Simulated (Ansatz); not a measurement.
Structures of equal composition on the (0001) surface of hcp Ti: a layer of Rh in place of the second plane; a layer of Rh in place of the third plane. The slabs share one bottom face, and each structure is named by its start. These are constructed structures in small cells; real faces may alloy, dewet or reconstruct in larger ones, and not all known structures of the face are among them. Slabs of about 12 Å with all that they carry, Fermi-Dirac smearing of 0.1 eV. Bottom of the slabs: a bare face, its two planes held. Relaxed from the named starts with such symmetry as they have, on meshes of like density; energies extrapolated to zero smearing; no spin-orbit coupling, no U. Spin-polarised runs, if any, are marked in brackets, and their order is one that fits the cell; the others ran without spin.

Method: PBE (plane waves to 420 eV, PAW; Ansatz, a quantum-chemistry and plane-wave program).

**Question.** Put the candidates in order of energy per 1x1 cell, lowest first, for PBE.

**Answer.** a layer of Rh in place of the third plane (0.000 eV), a layer of Rh in place of the second plane (0.178 eV)
